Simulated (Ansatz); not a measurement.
WTe₂ (model structure, started from the fluorite type, Fm-3m, No. 225, 3 atoms in the cell)

Computed with PBEsol in Ansatz (plane waves, PAW).

Run with plane-wave cutoff 500 eV, 10×10×10 k mesh, Fermi–Dirac smearing 0.05 eV, no spin polarisation, scalar-relativistic PAW data made under PBE.

Cell (relaxed at this level):

```cif
data_Te2W
_chemical_formula_sum 'W1 Te2'
_space_group_name_H-M_alt 'P 1'
_space_group_IT_number 1
_cell_length_a 4.64441
_cell_length_b 4.64441
_cell_length_c 4.64441
_cell_angle_alpha 60.000
_cell_angle_beta 60.000
_cell_angle_gamma 60.000
loop_
_space_group_symop_operation_xyz
  'x, y, z'
loop_
_atom_site_label
_atom_site_type_symbol
_atom_site_fract_x
_atom_site_fract_y
_atom_site_fract_z
_atom_site_occupancy
W1 W 0.00000 0.00000 0.00000 1
Te1 Te 0.25000 0.25000 0.25000 1
Te2 Te 0.75000 0.75000 0.75000 1
```

```yaml
band_gap: none
```

Note: the relaxation could raise the start's symmetry but not lower it, so the cell can be a saddle point.

Spin–orbit coupling is not included.

The result took about 30 core-seconds (a rough figure).

A model structure was made by putting elements into a prototype or built by hand; it is no filed structure, need not be a known phase, and can be a saddle point held by its symmetry.

Ansatz is a quantum-chemistry and plane-wave program.
